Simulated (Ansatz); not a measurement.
Amorphous Ga₂₄O₃₉W, 64 atoms at 5.24 g/cm³, one PBE-relaxed geometry, zone centre. Methods: PBE, scalar-relativistic without spin-orbit coupling (Ansatz, a program for electronic structure); r2SCAN, scalar-relativistic without spin-orbit coupling (Ansatz); HSE06, scalar-relativistic without spin-orbit coupling (Ansatz). Plane waves to 420 eV (r2SCAN 500 eV); exact exchange is cut at the cell's faces. At PBE the levels at the filled edge of the gap are localised (band-tail or defect states), and the nearest spread-out levels lie 2.0 eV apart at the zone centre. All rungs ran without spin polarisation.

Preparation: random packing, a CHGNet melt and quench, and a DFT relaxation. O atoms were pushed apart under 1.9 Å during the dynamics, to hinder bonds among them. The hot cell started wider than the set density and was brought back towards it in steps. It is the lowest in DFT energy of 2 quenches. It is a model cell: composition and starting density were chosen by hand, and all elements were melted together. No dispersion term was used. Its density started from a set value of 5.13 and ended at 5.24 g/cm³. The simulated quench (nominally 280 K/ps over its main leg) is rapid and tends to freeze in more defects than a deposited or slowly cooled glass has. A cell of this size samples the disorder only roughly. Volume and shape were free in the relaxation. On a 2×2×2 Γ-centred mesh force components of up to 0.12 eV/Å stay, since the relaxation ran on the zone centre alone.

The relaxation ran on the zone centre alone. At PBE the level gap is 1.72 eV on a 2×2×2 Γ-centred mesh, and the spacing at the zone centre alone 1.75 eV.

Problem. What zone-centre spacing does r2SCAN give, roughly?

Solution. 2.28 eV (+0.53 eV against PBE).

Problem. What zone-centre spacing does HSE06 give, roughly?

Solution. 3.42 eV (+1.68 eV against PBE).

The highest filled and the lowest empty state spread over these numbers of atoms (participation numbers): PBE: 2.6 and 59.7; r2SCAN: 2.5 and 59.3; HSE06: 3.6 and 59.3.
